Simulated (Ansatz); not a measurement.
The decay constant κ of evanescent states in the gap governs leakage through a thin film.

```
CELL_PARAMETERS angstrom
      3.62944     0.00000     0.00000
      0.00000     3.62944     0.00000
      1.81472    -1.81472     2.56640
ATOMIC_POSITIONS crystal
  Hf 0.00000 0.00000 0.00000
  O  0.25000 0.25000 0.50000
  O  0.75000 0.75000 0.50000
```

Space group of this cell: Fm-3m, fluorite. The cell is strained (all lengths scaled by 1.02); by r2SCAN its mean pressure is -10.8 GPa.

Transport runs along the normal of the first two printed cell vectors, the (001) plane of the conventional cell.

The gap is the functional's own. No spin-orbit coupling. Mid-gap values are interpolated on the energy grid.

### Question
Give the band gap and the smallest decay constant κ at mid-gap that Ansatz (a program for electronic structure) with r2SCAN yields.

### Answer
Gap 4.18 eV on a 12×12×12 mesh; κ = 0.295 1/Å, at the zone centre.
